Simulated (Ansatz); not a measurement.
## A computed series for GaN: response to strain

Start from GaN in the wurtzite structure (space group P6_3mc, No. 186).

```xyz
4
Lattice="3.1518 0.0000 0.0000 -1.5759 2.7295 0.0000 0.0000 0.0000 5.1383" Properties=species:S:1:pos:R:3 pbc="T T T"
Ga     0.0000     1.8197     0.0015
Ga     1.5759     0.9098     2.5707
N      0.0000     1.8197     1.9356
N      1.5759     0.9098     4.5048
```

Cartesian axes are those of the cell as printed.

Strains are applied to the cell and any free atomic positions relax.

All numbers come from LDA (Ansatz, a program for electronic structure), scalar-relativistic without spin-orbit coupling.

```csv
uniaxial strain ε_xx (%),band gap (eV)
0,2.13
1.2,2.03
1.8,?
3,1.89
```

Problem. Fit E_g = E₀ + Dε (ε in %) to the rows shown and predict the withheld row.

Solution. Least squares on the printed values gives E₀ = 2.13 eV, D = -79.8 meV per % of strain (largest residual 0.00 eV); this predicts 1.98 eV, and the run gives 1.99 eV, in agreement.

Whether these cells are dynamically stable was not tested.
